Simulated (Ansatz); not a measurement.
Where the default PAW files enter, the runs use the earlier of Ansatz's two default sets.

Input:

```
GaN
1.0
    3.18693     0.00000     0.00000
    0.00000     3.18693     0.00000
    1.59347     1.59347     2.25350
Ga N
1 1
Cartesian
  0.00000   0.00000   0.00000
  1.59347   3.18693   1.12675
```

Space group of this cell: F-43m, zinc blende. The cell is taken as given; by r2SCAN its mean pressure is -1.1 GPa.

All values below come from r2SCAN (plane waves, PAW; Ansatz, a quantum-chemistry and plane-wave program).

The current runs along the normal of the first two printed vectors; no spin-orbit coupling. Scaled by the factor s: the length along the current (ions clamped). Meshes 14×14×14 and 10×10 across the current in all rows.

| s | mean pressure (GPa) | slowest mid-gap decay constant κ (1/Å) |
|---|---|---|
| 0.97 | 5.0 | ? |
| 1.00 | -1.1 | 0.154 |
| 1.03 | -6.5 | 0.145 |

Question: Take the slope of the slowest mid-gap decay constant κ against ln s from the two given rows, extrapolate to s = 0.97, and say what the run there gives.

Answer: Slope = (0.145 − 0.154) / ln 1.03 = -0.304 1/Å. The line gives 0.154 + (-0.304) × ln 0.97 = 0.163 1/Å. The run gives 0.163 1/Å, as the line does.
